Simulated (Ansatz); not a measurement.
Converging the plane-wave cutoff: BiS (Cm, 4 atoms in the cell)

```yaml
crystal:
  lattice:
    - [2.83287, -2.79049, 0.00000]
    - [2.83287, 2.79049, 0.00000]
    - [-1.65000, 0.00000, 10.87060]
  atoms:
    - { symbol: Bi, position: [0.19052, 0.19052, 0.34731] }
    - { symbol: Bi, position: [0.81082, 0.81082, 0.65729] }
    - { symbol: S, position: [0.73361, 0.73361, 0.38560] }
    - { symbol: S, position: [0.26639, 0.26639, 0.61440] }
```

Method: LDA (PW92), default PAW files made with PBE (plane waves; Ansatz, an electronic-structure program).

Base settings: basis.ecutwfc = 420 eV; kpoints.mp_grid.grid = 6 6 1; hamiltonian.xc = lda; hamiltonian.pseudopotentials = {kind: paw} (the program's default PAW files); scf.occupations.method = fermi_dirac; scf.occupations.width = 0.1 eV.

The second cell is the first with its lattice scaled by 0.98.

The mesh stays at the base's, so the ladder's end is converged at best in this setting alone.

The first pressure column holds Ansatz's estimate of the finite-basis (Pulay) stress, which hides part of the cutoff error; the other is without it.

Only quantities that move along the ladder and can be compared are tabulated.

The count of work is k-points × plane waves × bands × iterations; it is no time. 

The starting cell comes from a database of computed structures (which also holds hypothetical and non-ambient phases and stackings), without a prior relaxation at this level. Its lattice was rescaled by up to half a per cent. One atom was moved a little off its site on purpose. The run gives no clean gap (levels at the Fermi energy touch, overlap or are partly filled at this smearing), which alone does not show that the compound is a metal. Without a gap this mesh is coarse (it stands for a supercell whose shortest vector is 11 Å).

Steps (basis.ecutwfc): 145 eV; 170 eV; 190 eV; 210 eV; 230 eV; 250 eV; 295 eV; 335 eV; 380 eV; 420 eV; 460 eV; 505 eV; 565 eV; 630 eV; 735 eV; 840 eV; 1010 eV.

Problem. What is the coarsest basis.ecutwfc that holds the pressure without the Pulay estimate within 1 GPa of the last step, with all finer ones?

Solution. 335 eV, at 0.19 of the last step's count of work; the step before is off by 2.4 GPa.

Problem. What is the coarsest basis.ecutwfc that holds the forces within 0.005 eV/Å of the last step, with all finer ones?

Solution. 335 eV, at 0.19 of the last step's count of work; the step before is off by 0.006 eV/Å.

Problem. What is the coarsest basis.ecutwfc that holds the energy of the compressed cell less the first within 0.5 meV/atom of the last step, with all finer ones?

Solution. 295 eV, at 0.16 of the last step's count of work; the step before is off by 5.8 meV/atom.

```csv
basis.ecutwfc,free energy less the last step's (meV/atom),energy of the compressed cell less the first (meV/atom),pressure (GPa),pressure without the Pulay estimate (GPa),largest difference of a force vector from the last step's (eV/Å),count of work / last
145 eV,41888.97,-123.15,-5.95,-593.82,1.315,0.069
170 eV,15458.33,-34.07,-2.76,-265.14,0.145,0.079
190 eV,6874.85,83.61,-1.63,-133.37,0.082,0.094
210 eV,3059.28,-31.79,-0.81,-67.03,0.180,0.11
230 eV,1315.51,-0.75,-1.02,-33.10,0.102,0.10
250 eV,549.26,3.77,-1.24,-16.32,0.053,0.12
295 eV,67.03,-1.66,-1.28,-3.73,0.006,0.16
335 eV,8.37,-1.60,-1.28,-1.63,0.003,0.19
380 eV,1.85,-1.94,-1.29,-1.31,0.001,0.23
420 eV,1.18,-1.99,-1.29,-1.30,0.000,0.27
460 eV,0.73,-2.01,-1.29,-1.30,0.000,0.30
505 eV,0.46,-2.02,-1.29,-1.30,0.000,0.35
565 eV,0.29,-2.02,-1.29,-1.29,0.000,0.42
630 eV,0.17,-2.03,-1.29,-1.29,0.000,0.49
735 eV,0.12,-2.03,-1.29,-1.29,0.000,0.62
840 eV,0.06,-2.03,-1.29,-1.29,0.000,0.76
1010 eV,0.00,-2.03,-1.29,-1.29,0.000,1.0
```

The energy difference between the two cells stays within 1 meV/atom of the last step's from 295 eV on, the total only from 460 eV on: much of the error is common to both cells and cancels.

At the lowest cutoff the pressure without the Pulay estimate lies 593 GPa under the last step's, the usual sign of Pulay stress in an incomplete plane-wave basis.

Keys are those of Ansatz 0.2.
